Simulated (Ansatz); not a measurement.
# CaPb, response to strain

Take CaPb (space group P4/mmm, No. 123; a = 3.581 Å, c = 4.588 Å; a cell from a computed database, its experimental status unchecked) as the base. Axes: x, y, z lie along a, b, c of the conventional cell.

Strains are applied to the cell and any free atomic positions relax; under biaxial strain the out-of-plane vector relaxes too.

Computed with r2SCAN/PAW in Ansatz (a quantum-chemistry and plane-wave program), no SOC.

Notes on the quantities. pressure: mean of the normal stresses, compression positive.

```tsv
variant	pressure	space group	volume per atom
base	0.0 GPa	P4/mmm (No. 123)	29.41 Å³
biaxial strain −4.58 %, plane normal [001], relaxed out of plane	3.2 GPa	P4/mmm (No. 123)	27.31 Å³
biaxial strain +1.05 %, plane normal [001], relaxed out of plane	-0.5 GPa	P4/mmm (No. 123)	29.88 Å³
biaxial strain +1.06 %, plane normal [001], relaxed out of plane	-0.5 GPa	P4/mmm (No. 123)	29.89 Å³
isotropic strain −5.49 %	9.7 GPa	P4/mmm (No. 123)	24.83 Å³
isotropic strain −4.75 %	7.9 GPa	P4/mmm (No. 123)	25.42 Å³
isotropic strain −0.77 %	1.0 GPa	P4/mmm (No. 123)	28.74 Å³
uniaxial strain ε_xx = −2.61 %	1.1 GPa	Pmmm (No. 47)	28.64 Å³
uniaxial strain ε_yy = +0.94 %	-0.3 GPa	Pmmm (No. 47)	29.69 Å³
tensor shear ε_yz = −1.75 %	0.1 GPa	P2/m (No. 10)	29.40 Å³
```

Without a gap, meshes like the base's 13×13×10 leave anisotropic stresses uncertain by several tenths of a GPa, and small strain energies with them. Whether these cells are dynamically stable was not tested.
